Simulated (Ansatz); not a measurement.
# Effect of isotropic strain +2.00 % on TiC

Take TiC in the rock salt structure (space group Fm-3m, No. 225; a = 4.2934 Å; relaxed with 0.1 eV smearing) as the base.

Perturbation: an isotropic linear strain of +2.00 %; the atoms relax in the strained cell.

Level of theory: PBEsol, PAW, 420 eV (Ansatz, a first-principles code; spin-orbit coupling left out). Γ-centred 23×23×23 mesh, Fermi–Dirac width 0.1 eV.

The volume per atom rises by 0.61 Å³, from 9.89 Å³ to 10.50 Å³ and the space group is still Fm-3m (No. 225). The energy goes up by 28 meV/atom and the pressure goes from zero to -14.1 GPa. The band gap stays zero.

Cost of the whole job for the changed cell (relaxation, final SCF and bands): very roughly 12 core-seconds.

No phonon test of stability was made. The final runs are not spin-polarised.
